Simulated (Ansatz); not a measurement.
GaSb (model structure, started from the rocksalt type, Fm-3m, No. 225, 2 atoms in the cell), treated with r²SCAN (Ansatz, a program for electronic structure, plane waves, PAW).

Numerical settings: plane-wave cutoff 560 eV, 18×18×18 k mesh, Fermi–Dirac smearing 0.05 eV, scalar-relativistic PAW data made under PBE.

Cell (relaxed at this level):

GaSb has the cubic space group Fm-3m (No. 225), the rock salt structure, Pearson symbol cF8. Cell: a = 5.740 Å, b = 5.740 Å, c = 5.740 Å, α = 90.00°, β = 90.00°, γ = 90.00°. Sb on 4a sees 6 Ga at 2.870 Å (octahedral). Ga on 4b is coordinated by 6 Sb at 2.870 Å (octahedral). (Neighbours: up to the widest gap in distance over summed covalent radii, below 1.35, at either atom; cation-cation and far metal-metal contacts left out.)
(The calculation used a cell of 2 atoms; values per cell refer to that cell.)

Q: Estimate the bulk modulus that the calculation returns.

A: 
- bulk modulus = 63.3 GPa

The run finds no gap.

Note: the bulk modulus is −V dP/dV from two relaxed cells at ±2 % in volume; the relaxation could raise the start's symmetry but not lower it, so the cell can be a saddle point.

Spin–orbit coupling is not included; it can open a gap where bands touch, and shift volumes and moduli.

Computed values are for the static lattice.

A model structure was made by putting elements into a prototype or built by hand; it is no filed structure, need not be a known phase, and can be a saddle point held by its symmetry.
